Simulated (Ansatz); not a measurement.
```yaml
crystal:
  lattice:
    - [3.80648, 0.00000, 0.00000]
    - [1.90324, 3.29650, 0.00000]
    - [1.90324, -1.09883, 3.16434]
  atoms:
    - { symbol: Ga, position: [0.99836, 0.00082, 0.00247] }
    - { symbol: P, position: [0.50164, 0.24918, 0.74753] }
```

No spin polarisation.

All numbers come from DFT with r2SCAN, PAW potentials and a 500 eV plane-wave cutoff in Ansatz (a first-principles code), spin-orbit coupling left out. Settings: 10×10×10 k-points, 0.05 eV Fermi–Dirac smearing.

Problem. Predict the band gap, smallest direct gap, gap character and pressure.

Solution. The band gap comes out as 1.74 eV. The smallest direct gap is 2.46 eV and the gap character is indirect, Γ → F–Γ (13 % along). The pressure (mean of the normal stresses, compression positive) comes out as 1.82 GPa.

The cells carry an imposed strain or load. No phonon test of stability was made. The cell was made from GaP in the zinc blende structure (space group F-43m, No. 216) by this change: biaxial strain −1.25 %, plane normal [111], relaxed out of plane.
